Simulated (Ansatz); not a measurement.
The reference is CdSe in the wurtzite structure (space group P6_3mc, No. 186; a = 4.383 Å, c = 7.155 Å). Axes: x lies along a and z along c of the hexagonal cell.

Computed with Ansatz (a quantum-chemistry and plane-wave program), PBE, PAW, cutoff 420 eV, no spin-orbit coupling, earlier PAW set.

Base values:

| Property | Result |
|---|---|
| Valence-band top at Γ | 0.00, 0.00, -0.04 eV |

Now apply this change: compressive biaxial strain of 0.20 % in the plane normal to [001], as in epitaxy on a mismatched substrate; the out-of-plane cell vector and the atoms relax.

**Question.** Predict the new out-of-plane strain, valence-band top at Γ and in-plane stress.

**Answer.** The out-of-plane strain is +0.18 %; the valence-band top at Γ (three highest levels, from the VBM) goes from 0.00, 0.00, -0.04 eV to 0.00, 0.00, -0.06 eV; the mean in-plane stress (compression positive) amounts to +0.2 GPa.

The levels and masses belong to the bands next to the band gap. No phonon test of stability was made.
